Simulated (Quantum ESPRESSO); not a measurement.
σxx against uniaxial strain in rock-salt HfN (space group 225): C11 (Quantum ESPRESSO, PBEsol)

```
CELL_PARAMETERS angstrom
      0.00000     2.24917     2.24917
      2.21543     0.00000     2.24917
      2.21543     2.24917     0.00000
ATOMIC_POSITIONS crystal
  Hf 0.00000 0.00000 0.00000
  N  0.50000 0.50000 0.50000
```

Computed with PBEsol, GBRV 1.5 ultrasoft (PBESOL) pseudopotentials (plane waves; Quantum ESPRESSO 7.5). Settings: ecutwfc = 52 Ry; ecutrho = 416 Ry; occupations = smearing; smearing = fermi-dirac; degauss = 0.0036749 Ry; potentials = {Hf: hf_pbesol_v1.uspp.F.UPF, N: n_pbesol_v1.2.uspp.F.UPF}; K_POINTS = automatic 26 26 26 0 0 0; conv_thr = 1e-10 Ry. The cell above is the first row's. The rows stretch one cube axis (x) by the strain ε and hold the other two. Stress is positive in tension. In all rows fractional positions and the k mesh are held.

| ε (%) | σxx (GPa) |
|---|---|
| -1.5 | -10.36 |
| -1.0 | -6.65 |
| -0.5 | -3.16 |
| 0.0 | 0.14 |
| 0.5 | 3.26 |
| 1.0 | 6.20 |
| 1.5 | 8.97 |
| 2.0 | ? |

Task: Using a parabola, estimate the missing σxx at ε = 2.0 from the other rows, showing the fit.

Result: Least squares gives σxx = 0.143 + 6.4364·ε - 0.3719·ε². Residuals (row less fit): -0.012, 0.015, 0.008, -0.003, -0.008, -0.007, 0.009; standard error 0.013 (degrees of freedom: 4). The slope at ε = 0, 6.4364 GPa per cent, gives C11 ≈ 100 × 6.4364 = 644 GPa, for the static lattice. At the withheld row, σxx = 0.143 + 6.4364 × 2.0 - 0.3719 × 2.0² = 11.528 GPa. The calculation gives 11.57 GPa, 0.042 GPa above the prediction (0.2 % of the range of σxx in the table). The row lies outside the fitted rows, so this is an extrapolation. From the scatter of the fitted rows alone, a prediction at this place has a standard error of 0.024 GPa, so the miss is 1.8 times that.

Carrying the step between the two nearest rows on in a straight line would have given 11.74, off by 0.17; series whose last step already gives the withheld value aren't shown. The reference cell has the volume at which an earlier scan in this program and functional put its minimum by a fit. The runs keep the symmetry of the cell, so they don't test it for distortions. The unstrained cell stands at a pressure of -0.14 GPa, and the constants belong to that pressure. By symmetry this strain leaves no force on the atoms; the largest in the rows is 0.000 eV/Å. Spin-orbit coupling is off. Without a gap such slopes are sensitive to mesh and smearing. Cutoffs and mesh are single choices, not tested for convergence of this quantity. Series with a scatter that would blur these digits, or in which a gap closes, are not shown. Strain series were run only where this level's volume lies within 10 % of a first guess from the measured size.
